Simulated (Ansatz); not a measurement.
Start from FeSi (space group P2_13, No. 198; a = 4.4478 Å; non-magnetic).

Method: PBE (Ansatz, an electronic-structure program, PAW, without spin-orbit coupling), earlier PAW set.

Before the change:

The lattice parameter a is 8.405 bohr.

One thing is altered: a negative pressure, −2 GPa.

Predict the new lattice parameter a.

The lattice parameter a rises by 0.026 bohr (8.405 bohr → 8.431 bohr).

Load acts through the strain it causes; cell and atoms are relaxed under it. Whether these cells are dynamically stable was not tested. Seeded moments were not kept for the base. All final runs are without spin polarisation.
